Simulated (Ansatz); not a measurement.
The parent structure is KTaO$_{3}$ in the cubic perovskite structure (space group Pm-3m, No. 221; a = 4.023 Å).

(Cell as relaxed with PBE.)

Levels (all Ansatz, a quantum-chemistry and plane-wave program, PAW, earlier PAW set): PBE (420 eV, without spin-orbit coupling); r2SCAN (500 eV, scalar-relativistic without spin-orbit coupling).

Each level relaxes its own structure.

```json
[
 {"base": "volume per atom", "PBE": "13.02 Å³", "r2SCAN": "12.70 Å³"},
 {"base": "lattice parameter a", "PBE": "402.3 pm", "r2SCAN": "398.9 pm"},
 {"base": "band gap", "PBE": "2.17 eV", "r2SCAN": "2.64 eV"}
]
```

One thing is altered: electrons 5.0×10^21 cm⁻³, on a uniform background at fixed cell.

| quantity | PBE | r2SCAN |
|---|---|---|
| gap between the host's bands | 2.45 eV | (withheld) |
| Fermi level relative to the doped band's edge (positive inside the band; to 0.05 eV) | +0.50 eV | (withheld) |
| gap character | indirect, R → Γ | (withheld) |

Question: Predict the r2SCAN column.

Answer: 
- gap between the host's bands, r2SCAN: 2.92 eV
- Fermi level relative to the doped band's edge (positive inside the band; to 0.05 eV), r2SCAN: +0.50 eV
- gap character, r2SCAN: indirect, R → Γ

PBE's gap between the host's bands lies 0.47 eV below r2SCAN's; the two agree on the Fermi level from band edge and gap character. Neither level is exact; r2SCAN is the comparison here, not a measurement.

Charged cell with a jellium background: band edges are those of the host's band count, energies are not comparable with the neutral cell, and many-body gap narrowing is missing. Spin-orbit coupling, missing from the scalar runs, can matter with Ta. No phonon test of stability was made.
